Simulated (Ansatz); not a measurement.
## Carrier properties of InP under load (space group P6_3mc)

Here is the system:

```yaml
crystal:
  lattice:
    - [4.17890, 0.00000, 0.00000]
    - [-2.08945, 3.61904, 0.00000]
    - [0.00000, 0.00000, 6.78220]
  atoms:
    - { symbol: In, position: [0.33333, 0.66667, 0.99923] }
    - { symbol: In, position: [0.66667, 0.33333, 0.49923] }
    - { symbol: P, position: [0.33333, 0.66667, 0.37577] }
    - { symbol: P, position: [0.66667, 0.33333, 0.87577] }
```

Level of theory: r2SCAN with spin-orbit coupling, rigid bands (plane waves, PAW; Ansatz, a program for electronic structure). Condition of this run: biaxial stress in the c plane of -1 GPa (compression positive) (the target of the relaxation). Geometry: cell and atoms relaxed with PBEsol, then loaded as said.

The band gap comes out as 1.14 eV. The electron conductivity mass (300 K, dilute) comes out as 0.097 (x), 0.097 (y), 0.084 (z) mₑ. The hole conductivity mass (300 K, dilute) is 0.77 (x), 0.77 (y), 0.88 (z) mₑ, the effective density of states N_c (300 K) comes out as 6.5e17 cm⁻³ and the effective density of states N_v (300 K) is 2.0e19 cm⁻³. The density-of-states mass, electrons comes out as 0.088 mₑ and the density-of-states mass, holes is 0.87 mₑ. The Seebeck coefficient, n-type 1e19 cm⁻³, 300 K comes out as -61 μV/K and the Seebeck coefficient, p-type 1e19 cm⁻³, 300 K is 308 μV/K. The best p-type power factor at 300 K for τ = 10 fs (best axis; densities from 1e16 to 1e21 cm⁻³ tried, whether or not they can be reached) is 8.8 μW/(cm·K²) at 3e20 cm⁻³.

Rigid bands; masses and Seebeck coefficients take one relaxation time τ for all states and one kind of carrier; polarons and phonon drag are left out. Geometry: cell and atoms relaxed with PBEsol.
